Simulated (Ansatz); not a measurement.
The starting structures come from a database of crystals and need not be the phases stable at ambient conditions.

The decay constant κ of evanescent states in the gap governs leakage through a thin film.

Consider the following.

```
CELL_PARAMETERS angstrom
      7.80914     0.00000     0.00000
     -0.83824     9.22855     0.00000
     -3.76413     0.97074     3.96709
ATOMIC_POSITIONS crystal
  Cs 0.15350 0.28450 0.67280
  Cs 0.84650 0.71550 0.32720
  Cs 0.73320 0.01640 0.52260
  Cs 0.26680 0.98360 0.47740
  Li 0.41050 0.57940 0.71200
  Li 0.58950 0.42060 0.28800
  Li 0.81480 0.56080 0.88080
  Li 0.18520 0.43920 0.11920
  Si 0.68350 0.29670 0.82610
  Si 0.31650 0.70330 0.17390
  O  0.64120 0.40010 0.99340
  O  0.35880 0.59990 0.00660
  O  0.44220 0.29410 0.43750
  O  0.55780 0.70590 0.56250
  O  0.86010 0.38890 0.78580
  O  0.13990 0.61110 0.21420
  O  0.79270 0.12820 0.05780
  O  0.20730 0.87180 0.94220
```

Space group of this cell: P-1. The cell is taken as given.

Transport runs along the normal of the first two printed cell vectors.

The gap is the functional's own, uncorrected, and κ follows it; spin-orbit coupling is left out. Mid-gap values are interpolated between the computed energies.

### Question
State the band gap and the smallest decay constant κ at mid-gap according to PBEsol (Ansatz, a first-principles code).

### Answer
Gap 3.93 eV on a 6×4×8 mesh; κ = 0.357 1/Å, at the zone centre.
